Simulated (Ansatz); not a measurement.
## orthorhombic CsPbBr3: the defect O_Br

Method: PBE, PAW (plane waves to 420 eV; Ansatz, a first-principles code). The supercell holds 80 host sites (2×1×2 repeats of a cell of 20 atoms), with a 1×2×1 shifted k-point sampling for the final energies. Site at the start: the Br(2) site. Energies of charged states are corrected for periodic images (point charge plus alignment at distant sites). Dielectric constants: PBE linear response of the host. Host gap at this level: 2.13 eV. Finite-size and sampling errors can reach tenths of an eV here.  Spin–orbit coupling is left out, which matters for these heavy elements. Each state is the lowest found from its start.

Charges with a result: +1, 0, −1. Others weren't obtained, and one of them could lie lower, also by skipping a charge.

```json
[
 {"charge": "+1*", "moment (μB)": "not spin-polarised", "point group": "C1", "largest move off a lattice site (Å)": "0.99", "image correction with alignment (eV)": "–", "above the lowest spin state (eV)": "0.00"},
 {"charge": "+1*", "moment (μB)": "0.0", "point group": "C1", "largest move off a lattice site (Å)": "0.99", "image correction with alignment (eV)": "–", "above the lowest spin state (eV)": "0.00"},
 {"charge": "0*", "moment (μB)": "fractional", "point group": "–", "largest move off a lattice site (Å)": "0.98", "image correction with alignment (eV)": "–", "above the lowest spin state (eV)": "0.00"},
 {"charge": "−1", "moment (μB)": "not spin-polarised", "point group": "C1", "largest move off a lattice site (Å)": "0.98", "image correction with alignment (eV)": "0.11", "above the lowest spin state (eV)": "0.00"}
]
```

* At this level the carrier isn't localised at the defect: at charge +1 holes occupy the valence band; at charge 0 holes occupy the valence band. Such a state is shallow or no state of the defect, and this cell gives it no level.

Point groups are those of the whole cell at tolerances of 0.03 and 0.1 Å ("near" where only the looser one holds); none is given for unsettled states.

Starting moments that weren't kept: charge +1 began with 2 μB and ended with 0.0.

Flagged in the runs: a host whose relaxation on this sampling wasn't shown to rest, a strain field that reaches the edge of the cell.

All states together cost roughly 3 core-hours.
